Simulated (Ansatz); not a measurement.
Consider the following.

```
CELL_PARAMETERS angstrom
      2.96561     0.00000     0.00000
     -1.48280     2.56829     0.00000
      1.48280     0.85610     2.42141
ATOMIC_POSITIONS crystal
  Mg 0.00000 0.00000 0.00000
  O  0.00000 0.50000 0.50000
```

Space group of this cell: Fm-3m, rock salt. The cell is taken as given; by r2SCAN its mean pressure is 1.3 GPa.

Calculation: r2SCAN (plane waves, PAW; Ansatz, a first-principles code).

The current runs along the normal of the first two printed vectors; no spin-orbit coupling. Scaled by the factor s: all lengths (ions clamped). Meshes 14×14×14 and 12×12 across the current in all rows.

```
s     mean pressure (GPa)  band gap (eV)
----  -------------------  -------------
0.98                 13.0              ?
1.00                  1.3           5.76
1.02                 -7.8           5.17
```

**Question.** Take the slope of the band gap against ln s from the two given rows, extrapolate to s = 0.98, and say what the run there gives.

**Answer.** Slope = (5.17 − 5.76) / ln 1.02 = -29.8 eV. The line gives 5.76 + (-29.8) × ln 0.98 = 6.36 eV. The run gives 6.41 eV, 0.05 eV over the line, 8 % of the predicted step.
